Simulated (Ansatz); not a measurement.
## Be5Au (F-43m, No. 216)

Calculation: r²SCAN+rVV10 (Ansatz, an electronic-structure program, PAW).

Numerical settings: plane-wave cutoff 560 eV, 16×16×16 k mesh, Fermi–Dirac smearing 0.05 eV, scalar-relativistic PAW data made under PBE.

Cell (relaxed at this level):

```cif
data_AuBe5
_chemical_formula_sum 'Be5 Au1'
_space_group_name_H-M_alt 'P 1'
_space_group_IT_number 1
_cell_length_a 4.30512
_cell_length_b 4.30512
_cell_length_c 4.30512
_cell_angle_alpha 60.000
_cell_angle_beta 60.000
_cell_angle_gamma 60.000
loop_
_space_group_symop_operation_xyz
  'x, y, z'
loop_
_atom_site_label
_atom_site_type_symbol
_atom_site_fract_x
_atom_site_fract_y
_atom_site_fract_z
_atom_site_occupancy
Be1 Be 0.25000 0.25000 0.25000 1
Be2 Be 0.62475 0.62475 0.62475 1
Be3 Be 0.12574 0.62475 0.62475 1
Be4 Be 0.62475 0.12574 0.62475 1
Be5 Be 0.62475 0.62475 0.12574 1
Au1 Au 0.00000 0.00000 0.00000 1
```

* **bulk modulus B0**: 146 GPa
* **band gap**: none
* **pressure derivative B′ of the bulk modulus**: 3.9

Spin–orbit coupling is not included; it can shift volumes and moduli of such heavy elements.

The computed numbers hold no vibrational or temperature effects.
